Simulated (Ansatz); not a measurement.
Start from NaCl in the rock salt structure (space group Fm-3m, No. 225; a = 5.696 Å).

The change: cell and atoms relaxed at a pressure of 3 GPa.

All numbers come from PBE (Ansatz, a first-principles code, PAW, spin-orbit coupling left out).

Base, band edges from the VBM (valence, conduction): X -0.57, 7.43; W -0.71, 8.68; L -0.25, 7.21; Γ 0.00, 5.00; K -0.47, 8.15; U -0.47, 8.15 eV.

Give the band edges at the high-symmetry points of the new zone, measured from its valence-band maximum.


```json
[
 {"point": "Γ", "valence edge (eV)": "0.00", "conduction edge (eV)": "5.40"},
 {"point": "X", "valence edge (eV)": "-0.67", "conduction edge (eV)": "7.72"},
 {"point": "U", "valence edge (eV)": "-0.56", "conduction edge (eV)": "8.34"},
 {"point": "K", "valence edge (eV)": "-0.56", "conduction edge (eV)": "8.34"},
 {"point": "L", "valence edge (eV)": "-0.30", "conduction edge (eV)": "7.38"},
 {"point": "W", "valence edge (eV)": "-0.85", "conduction edge (eV)": "9.09"}
]
```

The gap is 5.40 eV, direct at Γ.

Load acts through the strain it causes; cell and atoms are relaxed under it. Whether these cells are dynamically stable was not tested.
